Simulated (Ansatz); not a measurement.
An Ansatz (an electronic-structure program) input (Ansatz PBE, no SOC):

Ansatz 0.2 input:
```yaml
crystal:
  lattice:
    - [0, 2.9957792666, 2.9957792666]
    - [2.9957792666, 0, 2.9957792666]
    - [2.9957792666, 2.9957792666, 0]
  atoms:
    - { symbol: S, position: [0.75, 0.75, 0.75] }
    - { symbol: Hg, position: [0, 0, 0] }
basis: { ecutwfc: 420, ecutrho_ratio: 4, xc_grid: 2, fft_grid_basis: typed }
kpoints: { mp_grid: { grid: [10, 10, 10] } }
hamiltonian:
  xc: pbe
  dispersion: none
  pseudopotentials: { kind: paw }
scf: { occupations: { method: fermi_dirac, width: 0.05 }, convergence: { dr2_threshold: 0.0000000002 } }
output: { forces: true, stress: true }
checkpoint: { write: state.ck, write_every: 1000 }
```

Problem. Which symmetry and how many k-points will the program report, and about how many plane waves at Γ?

Solution. Space group F-43m (ITA 216) with 24 operations, k-points 47 of 1000, and 1067 plane waves at Γ.

No phonon test of stability was made. The final runs are not spin-polarised. The cell is HgS in the zinc blende structure (space group F-43m, No. 216).
